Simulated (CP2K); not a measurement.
Worked example: self-consistent single point of Se (P3_121, 3 atoms in the cell) in CP2K.

Computed with PBEsol, GPW, DZVP-MOLOPT-SR-GTH basis, GTH-PBE potentials (GTH_POTENTIALS) (CP2K 2026.2).

```
Se
1.0
    4.42069     0.00000     0.00000
   -2.21035     3.82843     0.00000
    0.00000     0.00000     5.00742
Se
3
Direct
  0.00000   0.22500   0.66667
  0.77500   0.77500   0.00000
  0.22500   0.00000   0.33333
```

Reference input (self-consistent single point, DFT PBE, GPW, DZVP-MOLOPT-SR-GTH basis, GTH-PBE potentials (GTH_POTENTIALS)): CUTOFF = 400 Ry; REL_CUTOFF = 40 Ry; SMEAR/METHOD = FERMI_DIRAC; ELECTRONIC_TEMPERATURE = 116.05 K; KPOINTS/SCHEME = MONKHORST-PACK 6 6 5; GAMMA_CENTERED = T; XC_FUNCTIONAL = PBE; Se/BASIS_SET = DZVP-MOLOPT-SR-GTH-q6; Se/POTENTIAL = GTH-PBE-q6; METHOD = GPW; EPS_DEFAULT = 1e-10; NGRIDS = 4. This run's input differs from it in these lines:

```diff
@@ -44,3 +44,6 @@
     &XC
-      &XC_FUNCTIONAL PBE
+      &XC_FUNCTIONAL
+        &PBE
+          PARAMETRIZATION PBESOL
+        &END PBE
       &END XC_FUNCTIONAL
```

Output (repeated stretches shortened):

```
 SCF WAVEFUNCTION OPTIMIZATION

  Step     Update method      Time    Convergence         Total energy    Change
     1 NoMix/Diag. 0.20E+00      -     0.42076082       -28.3169390913 -2.83E+01
     2 Broy./Diag. 0.20E+00      -     0.00382357       -28.3711428600 -5.42E-02
     3 Broy./Diag. 0.20E+00      -     0.01770891       -28.2630986803  1.08E-01
     4 Broy./Diag. 0.20E+00      -     0.00074041       -28.2287897379  3.43E-02
     5 Broy./Diag. 0.20E+00      -     0.00200330       -28.2173435558  1.14E-02
     6 Broy./Diag. 0.20E+00      -     0.00012399       -28.2164159857  9.28E-04
   [... 2 lines left out ...]
     9 Broy./Diag. 0.20E+00      -     0.00002303       -28.2151078308 -2.14E-04
    10 Broy./Diag. 0.20E+00      -     0.00000224       -28.2151658387 -5.80E-05
    11 Broy./Diag. 0.20E+00      -     0.00000630       -28.2151553065  1.05E-05
    12 Broy./Diag. 0.20E+00      -     0.00000021       -28.2151545159  7.91E-07
  *** SCF run converged in    12 steps ***

  Overlap energy of the core charge distribution:               0.00000000781472
  Self energy of the core charge distribution:                -59.73772061093890
  Core Hamiltonian energy:                                     13.21332614877302
  Hartree energy:                                              24.36022216958391
  Exchange-correlation energy:                                 -6.05098223112064
  Electronic entropic energy:                                  -0.00000000000000
  Fermi energy:                                                 0.12841349056899

  Total energy:                                               -28.21515451588788
  Total energy (extrapolated to T->0):                        -28.21515451588788

   [... lines left out ...]

 STRESS| Analytical stress tensor [bar]
 STRESS|                        x                   y                   z
 STRESS|      x       -5.67522022527E+03   2.93785519019E-01   9.44552802218E-02
 STRESS|      y        2.93785519019E-01  -5.67500036137E+03  -6.21163168002E-02
 STRESS|      z        9.44552802218E-02  -6.21163168002E-02   9.09736784099E+03
 STRESS| 1/3 Trace                                            -7.50950915221E+02
```

The run converged in 12 iterations. Against the reference run the pressure goes from 1.54 to -0.08 GPa, the largest force goes from 0.258 to 0.353 eV/Å and the gap on the mesh goes from 1.330 to 1.228 eV.

The starting cell has typed, rounded lattice constants, without a prior relaxation at this level. Its lattice was rescaled by a random factor within 2.5 % of one. Values carry the incompleteness of an atom-centred basis. The potentials were made for another functional than the one used.
